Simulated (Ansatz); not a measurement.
**PbS in the rock salt structure (space group Fm-3m, No. 225)**

Space group Fm-3m (No. 225); a = b = c = 6.0090 Å, α = β = γ = 90.00°

```json
[
 {"atom": "S", "site": "4a", "symmetry": "m-3m", "x": "0.0000", "y": "0.0000", "z": "0.0000"},
 {"atom": "Pb", "site": "4b", "symmetry": "m-3m", "x": "0.5000", "y": "0.5000", "z": "0.5000"}
]
```
(The calculation used a cell of 2 atoms; values per cell refer to that cell.)

Computed with plane-wave PAW DFT at the PBE level (Ansatz, an electronic-structure program, 420 eV), spin-orbit coupling left out, earlier PAW set. Γ-centred 10×10×10 mesh, Fermi–Dirac width 0.05 eV.

```yaml
volume_per_atom: 27.12 Å³
density: 7.32 g/cm³
band_gap: 0.50 eV, direct at L
electron_mass: 0.16 mₑ
Lowest conduction-band minima above the VBM: L along ⟨111⟩ 0.50 eV; a point along ⟨110⟩, about 0.6 Å⁻¹ from Γ 1.37 eV
total_energy: -6405.995 eV/atom (σ→0; compares only within this code and set-up)
```

With Pb present, leaving out spin-orbit coupling can change the band edges. Masses are band curvatures over ±0.01 Å⁻¹ around the edge. No phonon test of stability was made.
